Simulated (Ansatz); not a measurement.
Reference: NiTe (P6_3/mmc), PBEsol, DFPT electron-phonon coupling, linearised Boltzmann equation (plane waves, PAW, scalar-relativistic; Ansatz, an electronic-structure program); geometry: relaxed with this functional, without spin-orbit coupling.

Space group P6₃/mmc (No. 194); a = b = 3.973 Å, c = 5.174 Å, α = β = 90.00°, γ = 120.00°

```json
[
 {"atom": "Ni", "site": "2a", "symmetry": "-3m.", "x": "0.0000", "y": "0.0000", "z": "0.0000"},
 {"atom": "Te", "site": "2c", "symmetry": "-6m2", "x": "0.3333", "y": "0.6667", "z": "0.2500"}
]
```

- resistivity at 300 K: 17.6 μΩ·cm

Task: Swap Ni for Pd, keeping the structure type. How do these values move?

Result: PdTe (P6_3/mmc): volume per atom 17.7 to 21.0 Å³; resistivity at 300 K rises (17.6 μΩ·cm to 23 μΩ·cm).

Task: Replace Te by S on the same sites and relax. What happens?

Result: NiS (P6_3/mmc): volume per atom 17.7 to 12.7 Å³; resistivity at 300 K rises (17.6 μΩ·cm to 42 μΩ·cm).

Task: Replace Ni by Sc on the same sites and relax. What happens?

Result: ScTe (P6_3/mmc): volume per atom 17.7 to 24.5 Å³; resistivity at 300 K rises (17.6 μΩ·cm to 48 μΩ·cm).

Moves up to 14 % count as about the same. Metals; harmonic phonons alone scatter; means over directions. Halving the electron mesh moves these values by up to 10 %; q meshes are mostly untested. Some of the runs warned that the eigensolver left states short of its tolerance. Spin-orbit coupling is left out.

Formula and space group known from diffraction (Crystallography Open Database), not checked to be the room-temperature form: NiS (P6_3/mmc), PdTe (P6_3/mmc), ScTe (P6_3/mmc). Computed structure with no diffraction record at hand here (it may be known, metastable or hypothetical): NiTe (P6_3/mmc). Treated as nonmagnetic (a ferromagnetic start lost its moment, other orders weren't tried): NiS (P6_3/mmc), NiTe (P6_3/mmc).
